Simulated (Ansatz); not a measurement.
**Response to strain in GaP**

Start from GaP in the zinc blende structure (space group F-43m, No. 216).

```
GaP
1.0
    0.00000     2.71928     2.71928
    2.71928     0.00000     2.71928
    2.71928     2.71928     0.00000
Ga P
1 1
Direct
  0.00000   0.00000   0.00000
  0.25000   0.25000   0.25000
```

Cartesian axes are those of the cell as printed.

Strains are applied to the cell and any free atomic positions relax; under biaxial strain the out-of-plane vector relaxes too.

All numbers come from PBEsol/PAW in Ansatz (an electronic-structure program), spin-orbit coupling left out.

| biaxial strain, plane normal [001], relaxed out of plane (%) | out-of-plane strain (%) |
|---|---|
| 0 | 0.00 |
| 0.5 | -0.45 |
| 1 | ? |
| 1.5 | -1.35 |
| 2 | -1.81 |
| 2.5 | -2.27 |
| 3 | -2.74 |

Task: Fit ε⊥ = −νε + γε² (strains in %) to the rows shown and predict the withheld row.

Result: Least squares on the printed values gives ν = 0.89 (the biaxial Poisson response) and γ = -0.008 (largest residual 0.00 %); this predicts -0.90 %, and the run gives -0.90 %, in agreement.

Whether these cells are dynamically stable was not tested.
